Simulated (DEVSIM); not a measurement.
System: Co/Si3N4/SiO2/p-Si capacitor, at 300 K.

```csv
layer (left to right),material,thickness (nm),Na (cm⁻³)
1,Si3N4,3.60,-
2,SiO2,0.830,-
3,Si,1300,2e17
```

Metal gate on the left, work function 5 eV. Fixed charge at the semiconductor interface 2.9e12 cm⁻² (in units of +e); interface traps 3.2e10 cm⁻² eV⁻¹, uniform in energy, neutral level at 0.5 of the gap above the valence band.

Constants are typed, rounded textbook-type inputs, not results; the design itself was drawn at random and stands for no fabricated device. Values at 300 K.

| parameter | Si3N4 | SiO2 | Si |
|---|---|---|---|
| gap (eV) | 5.1 | 9 | 1.124 |
| affinity (eV) | 2.1 | 0.9 | 4.05 |
| permittivity | 7.5 | 3.9 | 11.7 |
| Nc (cm⁻³) | - | - | 2.86e19 |
| Nv (cm⁻³) | - | - | 3.1e19 |

Model (solved in DEVSIM): 1D Poisson equation in equilibrium, Boltzmann statistics, complete ionisation; no quantum confinement or tunnelling. Metal contacts follow the ideal Schottky-Mott rule: no Fermi-level pinning, no interface dipoles.

Problem. Tabulate band edges, carrier densities and field at 0.2 V on the gate.

Solution. Energies count from the Fermi level of the right contact; mesh points crowd at the junctions.

| x (μm) | Ec (eV) | Ev (eV) | n (cm⁻³) | p (cm⁻³) | field (V/cm) |
|---|---|---|---|---|---|
| 0.000 | 2.700 | -2.400 | < 1e2 | < 1e2 | -440000 |
| 0.0009440 | 2.659 | -2.442 | < 1e2 | < 1e2 | -440000 |
| 0.002093 | 2.608 | -2.492 | < 1e2 | < 1e2 | -440000 |
| 0.003157 | 2.561 | -2.539 | < 1e2 | < 1e2 | -440000 |
| 0.004015 | 3.706 | -5.294 | < 1e2 | < 1e2 | -850000 |
| 0.004599 | 0.525 | -0.599 | 4.4e10 | 2.6e9 | 170000 |
| 0.005976 | 0.547 | -0.577 | 1.8e10 | 6.3e9 | 160000 |
| 0.01025 | 0.613 | -0.511 | 1.4e9 | 8.1e10 | 150000 |
| 0.01749 | 0.712 | -0.412 | 3.1e7 | 3.8e12 | 130000 |
| 0.03220 | 0.864 | -0.260 | 88000 | 1.3e15 | 80000 |
| 0.06216 | 0.983 | -0.141 | 870 | 1.3e17 | 11000 |
| 0.1604 | 0.994 | -0.130 | 580 | 2.0e17 | ≈ 0 |
| 0.3231 | 0.994 | -0.130 | 580 | 2.0e17 | ≈ 0 |
| 0.6542 | 0.994 | -0.130 | 580 | 2.0e17 | ≈ 0 |
| 1.044 | 0.994 | -0.130 | 580 | 2.0e17 | ≈ 0 |
| 1.177 | 0.994 | -0.130 | 580 | 2.0e17 | ≈ 0 |
| 1.243 | 0.994 | -0.130 | 580 | 2.0e17 | ≈ 0 |
| 1.275 | 0.994 | -0.130 | 580 | 2.0e17 | ≈ 0 |
| 1.294 | 0.994 | -0.130 | 580 | 2.0e17 | ≈ 0 |
| 1.300 | 0.994 | -0.130 | 580 | 2.0e17 | ≈ 0 |
| 1.303 | 0.994 | -0.130 | 580 | 2.0e17 | ≈ 0 |
| 1.304 | 0.994 | -0.130 | 580 | 2.0e17 | ≈ 0 |
